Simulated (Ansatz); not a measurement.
Start from InAgTe$_{2}$ in the chalcopyrite structure (space group I-42d, No. 122; a = 6.569 Å, c = 13.003 Å). Axes: x, y, z lie along a, b, c of the conventional cell.

Level of theory: PBE (Ansatz, a first-principles code), no SOC.

One thing is altered: the cell is scaled by 0.9798 in all directions; the atoms relax in the strained cell.

**Question.** Predict the stress tensor and what it implies for the stiffness.

**Answer.** Stress of the strained cell less that of the base (GPa, compression positive):
```
   2.62    0.00    0.00
   0.00    2.62    0.00
   0.00    0.00    2.62
```

Then B = −ΔP/(ΔV/V₀) with ΔV/V₀ = -0.0594 gives secant stiffness values (nonlinear terms included at this strain): B (at held cell shape, above the free-shape value) ≈ 44 GPa.

As a check, the harmonic strain energy −½ V₀ Δσ:ε is 17 meV/atom; the computed energy rise is 16 meV/atom.

Stability against distortions was not tested.
